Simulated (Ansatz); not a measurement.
Ansatz (a program for electronic structure) is run on Al2CuTe4 (I-4, 7 atoms in the cell), and the run fails. The aim is a self-consistent single point with DFT, PBE, plane waves, default PAW files.

Cell that was meant: a = 7.1349 Å, b = 7.1349 Å, c = 7.1349 Å, α = 129.24°, β = 129.24°, γ = 74.62°.

Part of the input:

Ansatz 0.2 input:
```yaml
basis:
  ecutwfc: 420.0
kpoints:
  kgrid: { grid: [6, 6, 6] }
hamiltonian:
  xc: pbe
  pseudopotentials: { kind: paw }
```

The program printed (abridged):

```
Error: YAML parse error: error: line 17 column 3: unknown field `kgrid`, expected one of mp_grid, list, band_path, initial_grid, further_shifts
  --> <input>:17:3
   |
15 |   ecutwfc: 420.0
16 | kpoints:
17 |   kgrid: { grid: [6, 6, 6] }
   |   ^ unknown field `kgrid`, expected one of mp_grid, list, band_path, initial_grid, further_shifts
18 | hamiltonian:
19 |   xc: pbe
   |
```

**Question.** From the messages shown, name the fault and mend the input.

**Answer.** The program does not know the word kgrid. To fix it, write mp_grid. The program stopped before any SCF iteration.

An input that runs soundly differs in these lines (not the only fix; some lines may just follow from the change or write a value another way):
```diff
-  kgrid: { grid: [6, 6, 6] }
+  mp_grid: { grid: [6, 6, 6] }
```

With that input, the run converged in 10 iterations: free energy E − TS (on the zero of these files) -35621.9324 eV; Fermi level (on the code's own zero) 6.35 eV; pressure 1.66 GPa; largest force (vector length) 0.803 eV/Å (DFT, PBE, plane waves, default PAW files).

On the sound input: the starting cell was generated: these elements placed on a structure prototype, without a prior relaxation; it need not be a known phase or ordering of this composition. Its lattice was rescaled by a random factor within 2.5 % of one. Spin polarisation is off; with an odd number of electrons in the cell that forces a metal, and a magnetic state may lie lower. Ansatz's pressure includes its estimate of the finite-basis (Pulay) stress.
